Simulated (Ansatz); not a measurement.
Ti_Al in wurtzite AlN: one set of geometries, relaxed with PBE, evaluated in Ansatz (PAW, plane waves to 420 eV, 500 eV under r2SCAN) with PBE, r2SCAN.

Set-up: 96-site cell; 2×2×2 shifted k-points; start: the Al site; charged states image-corrected; no Hubbard U; finite-size errors of tenths of an eV; flagged in the runs: a doubtful potential alignment, a host whose relaxation on this sampling wasn't shown to rest.

```tsv
quantity	PBE	r2SCAN
host gap (eV)	4.03	?
ε(+2/+1) above the VBM (eV)	not bound	not settled
ε(+1/0) above the VBM (eV)	3.07	?
neutral formation energy against fcc Al, hcp Ti (eV)	1.56	?
largest moment on one atom at charge 0 (μB)	0.58	?
```

**Question.** Given the lower rungs, what does r2SCAN give?

**Answer.** 
- host gap (eV), r2SCAN: 4.67
- ε(+1/0) above the VBM (eV), r2SCAN: 3.19
- neutral formation energy against fcc Al, hcp Ti (eV), r2SCAN: 1.39
- largest moment on one atom at charge 0 (μB), r2SCAN: 0.62

"Not bound" means that the carrier spreads over host band states in this cell; a shallow level, bound over tens of ångströms, can't be resolved here.

Ansatz is an electronic-structure program.
